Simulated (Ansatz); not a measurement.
Take SrO in the rock salt structure (space group Fm-3m, No. 225; a = 5.195 Å) as the base.

Levels (all Ansatz, an electronic-structure program, PAW): PBE (420 eV, spin-orbit coupling left out); r2SCAN (500 eV, no SOC).

Levels that relaxed their own cell: PBE and r2SCAN.

```csv
level,lattice parameter a
PBE,5.195 Å
r2SCAN,5.160 Å
```

Measured: lattice parameter a 5.16 Å (room temperature; as listed in Juan A. Santana et al., The Journal of Chemical Physics (2016)).

Computed minus measured — lattice parameter a: PBE +0.7 %, r2SCAN -0.0 % (closest: r2SCAN). Measured values not marked as corrected hold thermal and zero-point effects that the static-lattice runs lack.

Whether these cells are dynamically stable was not tested.
